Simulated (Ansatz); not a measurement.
Checking a run of Ansatz (an electronic-structure program) on Mg6VGa (Amm2, 8 atoms in the cell). The aim is a self-consistent single point with DFT, PBEsol, plane waves, PAW files made with PBE.

Cell that was meant: a = 4.9366 Å, b = 6.1782 Å, c = 6.1782 Å, α = 60.29°, β = 90.00°, γ = 90.00°.

Part of the input:

Ansatz 0.2 input:
```yaml
    - { symbol: Mg, position: [0.500000, 0.167060, 0.167060] }
    - { symbol: V, position: [0.000000, 0.829010, 0.829010], spin: 2.0 }
    - { symbol: Ga, position: [0.500000, 0.675620, 0.675620] }
basis:
  ecutwfc: 40
kpoints:
  mp_grid:
    grid: [5, 4, 4]
```

Log, with long lists cut:

```
   [... lines left out ...]
PAW frozen core: Ga, regenerated for the run's functional, and the local potential with it
Initial density: superposition of atomic densities (chi_scale 0.1, normalization cell, long waves kept (reshape's long-wave potential 0.02 eV rms))
Starting moments: Σ|m| = 2 μB on 1 of 8 sites
Initial wavefunctions: pseudopotential atomic-orbital guess
Eigensolver: davidson
Functional: x = pbesol(κ = 0.804, μ = 0.12345679012345678), c = pbesol(β = 0.046)
SCF iter   1: F=—  HF=-15063.399016 eV  |F-HF|=—  |Δ(HF+E_count)|=         —  Δρ=8.35e-1 (↑8.35e-1 ↓8.16e-1)  dr2=3.38e3  dr2_m=2.53e0  M=0.171 μB ∫|m|=0.203 μB  β_m=0.30  ethr=3.10e-3  ⟨swp⟩=1.0  Hψ=3346  notcnv=0
Mixer restart at iter 1: flushing history
all-band conjugate gradients solve this SCF's bands
preconditioner: auto → none
   [... lines left out ...]
SCF iter  20: F=—  HF=-11758.403770 eV  |F-HF|=—  |Δ(HF+E_count)|=   2.31e-9  S|Δr|=    0.00e0  Δρ=4.86e-7 (↑4.23e-7 ↓4.86e-7)  dr2=4.43e-10  dr2_m=2.76e-10  M=-0.000 μB ∫|m|=0.000 μB  β_m=0.56  ethr=2.44e-12  ⟨swp⟩=2.0  Hψ=3439  notcnv=0
SCF iter  21: F=-11758.403770 eV  HF=-11758.403770 eV  |F-HF|=4.91e-11  |Δ(HF+E_count)|=  4.04e-10  S|Δr|=    0.00e0  Δρ=1.66e-7 (↑1.66e-7 ↓1.60e-7)  dr2=1.66e-11  dr2_m=3.74e-11  M=-0.000 μB ∫|m|=0.000 μB  ethr=1.00e-12  ⟨swp⟩=1.9  Hψ=2639  notcnv=0
SCF 1 converged in 21 iterations: F = -11758.403770 eV  dr2 = 1.66e-11
WARN: the starting moments were not kept: the SCF closed with an absolute magnetisation of 1.6e-5 μB, where they sum to 2 μB in size (1 site) …
   [... lines left out ...]
Absolute magnetization: 0.0000 μB (∫|ρ↑−ρ↓|, with the PAW one-centre terms)
Free energy (F): -11758.403770 eV
Fermi energy:    17.485835 eV
   [... lines left out ...]
--- Stress (GPa, compression-positive) ---
    -2213.720655       0.000000       0.000000
        0.000000   -2211.524562      -0.000000
        0.000000      -0.000000   -2201.385199
  P = ⅓ Tr σ = -2208.8768 GPa (-22088.768 kbar)
  The stress holds no Pulay correction (an occupied level lies too near the plane-wave cutoff): it is that at fixed plane waves, as pw.x and ABINIT print it
```

Question: Can these results be used? Check the input.

Answer: The run is not sound. The fault is this: a cutoff meant in Ry typed as a bare number, read as eV. A bare number is read in the key's own unit, and eV, Ry (13.6 eV) and Ha (27.2 eV) lie far apart, so the setting ends up far from the one that was meant. To fix it, convert the value to the unit that the key expects. The run converged in 21 iterations without an error; against the sound input the free energy rises by 793 eV/atom, the pressure goes from -1.35 to -2209 GPa, the largest force goes from 0.194 to 9.814 eV/Å and the size of the net moment goes from 0.36 to 0.00 μB/atom.

An input that runs soundly differs in these lines (not the only fix; some lines may just follow from the change or write a value another way):
```diff
-basis:
-  ecutwfc: 40
```

With that input, the run converged in 14 iterations: free energy E − TS (on the zero of these files) -18099.7537 eV; Fermi level (on the code's own zero) 7.15 eV; pressure -1.35 GPa; largest force (vector length) 0.194 eV/Å; size of the cell's spin moment 2.88 μB (DFT, PBEsol, plane waves, PAW files made with PBE).

On the sound input: the starting cell comes from a database of computed structures (which also holds hypothetical and non-ambient phases and stackings), without a prior relaxation at this level. With one magnetic atom in the cell only a parallel order is possible. Ansatz's pressure includes its estimate of the finite-basis (Pulay) stress.
